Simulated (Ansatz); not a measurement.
Take PbSe in the rock salt structure (space group Fm-3m, No. 225; a = 6.218 Å) as the base.

One thing is altered: every lattice vector is stretched by 3.00 %, atoms relaxed at fixed cell.

Level of theory: PBE (Ansatz, a program for electronic structure), spin-orbit coupling left out.

Base, band edges from the VBM (valence, conduction): X -2.92, 3.92; W -0.68, 1.95; L 0.00, 0.43; Γ -1.64, 4.64; K -2.18, 3.40; U -2.18, 3.40 eV.

Task: Give the band edges at the high-symmetry points of the new zone, measured from its valence-band maximum.

Result: 
| point | valence edge (eV) | conduction edge (eV) |
|---|---|---|
| Γ | -1.24 | 4.46 |
| X | -2.38 | 4.30 |
| U | -1.79 | 3.35 |
| K | -1.79 | 3.35 |
| L | 0.00 | 0.66 |
| W | -0.47 | 2.04 |

The gap is 0.66 eV, direct at L.

With Pb present, leaving out spin-orbit coupling can change the band edges. The cells carry an imposed strain or load. Whether these cells are dynamically stable was not tested.
